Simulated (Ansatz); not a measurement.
Abridged Ansatz (a first-principles code) output:

```
Pseudopotential: Cd, paw, valence charge 20
Pseudopotential: I, paw, valence charge 17
Crystal: 9 atoms, lattice volume = 319.499 Å³
Basis set: ecut = 420 eV, 6195 PW (Γ), exchange–correlation on 60×60×288 points (8 copies of the dense FFT grid, shifted against one another)
Bands: 91, of which v1, the nominal top of the filled ones, is band 81 counted from 1 (80 counted from 0)
Symmetry: 12 space group operations
k-points: 24 of 162
Functional: x = pbe(κ = 0.804, μ = 0.2195149727645171), c = pbe(β = 0.06672455060314922)
SCF iter   1: F=—  HF=-69848.964541 eV  |F-HF|=—  |Δ(HF+E_count)|=         —  Δρ=6.43e-4  dr2=1.76e-3  ethr=1.77e-3  ⟨swp⟩=6.8  Hψ=8373  notcnv=0  defer=28
SCF iter   2: F=—  HF=-69848.966420 eV  |F-HF|=—  |Δ(HF+E_count)|=   1.88e-3  Δρ=4.45e-4  dr2=1.55e-3  ethr=1.08e-6  ⟨swp⟩=3.0  Hψ=5118  notcnv=0  defer=49
SCF 1 converged in 9 iterations: F = -69848.966380 eV  dr2 = 6.48e-10
SCF converged after 9 iterations
Free energy (F): -69848.966380 eV
Internal energy: -69848.966380 eV  (E = F + TS)
E sigma→0 (E₀):  -69848.966380 eV
Fermi energy:    7.463555 eV
  E_disp       = -3.008727  (pairwise vdW)
--- Forces (eV/Å), atoms counted from 1 ---
  atom   1  Cd     0.00000000    -0.00000000     0.00013386
  atom   2  Cd     0.00000000     0.00000000    -0.00013386
  atom   3  Cd     0.00000000    -0.00000000     0.00000000
  atom   4  I     -0.00000000    -0.00000000     0.00031890
  atom   5  I     -0.00000000     0.00000000    -0.00031890
  atom   6  I      0.00000000     0.00000000    -0.00017434
  atom   7  I      0.00000000    -0.00000000     0.00017434
  atom   8  I      0.00000000    -0.00000000    -0.00028447
  atom   9  I     -0.00000000     0.00000000     0.00028447
--- Stress (GPa, compression-positive) ---
        0.001464       0.000000      -0.000000
        0.000000       0.001464      -0.000000
       -0.000000       0.000000      -0.000169
  P = ⅓ Tr σ = 0.0009 GPa (0.009 kbar)
```

Question: What was computed, and what are the main results?

Answer: CdI2, 9 atoms in the cell, with DFT with PBE-D3(BJ), PAW potentials and a 420 eV plane-wave cutoff in Ansatz, spin-orbit coupling left out. The last SCF converged to F = -69848.966380 eV, or -7760.9963 eV per atom, at a pressure of 0.00 GPa. The total energy compares only with runs of the same code, potentials and settings.

Spin-orbit coupling, missing from the scalar runs, can matter with I. Whether these cells are dynamically stable was not tested. The cell is CdI2 (space group P-3m1, No. 164; layered, stacked along the Cartesian z axis).
